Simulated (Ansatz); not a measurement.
Consider GaN in the zinc blende structure (space group F-43m, No. 216; a = 4.498 Å). Axes: x, y, z lie along the cube axes.

Calculations: plane-wave PAW DFT at the r2SCAN level (Ansatz, a first-principles code, 500 eV), no SOC.

Perturbation: an isotropic linear strain of +1.00 %; the atoms relax in the strained cell.

Q: Predict the stress tensor and what it implies for the stiffness.

A: Stress of the strained cell less that of the base (GPa, compression positive):
```
  -5.50    0.00    0.00
   0.00   -5.50    0.00
   0.00    0.00   -5.50
```

Then B = −ΔP/(ΔV/V₀) with ΔV/V₀ = 0.0303 gives secant stiffness values (nonlinear terms included at this strain): B ≈ 182 GPa.

As a check, the harmonic strain energy −½ V₀ Δσ:ε is 5.9 meV/atom; the computed energy rise is 6.1 meV/atom.

Whether these cells are dynamically stable was not tested. This is not the structure that GaN has at room temperature and ambient pressure.
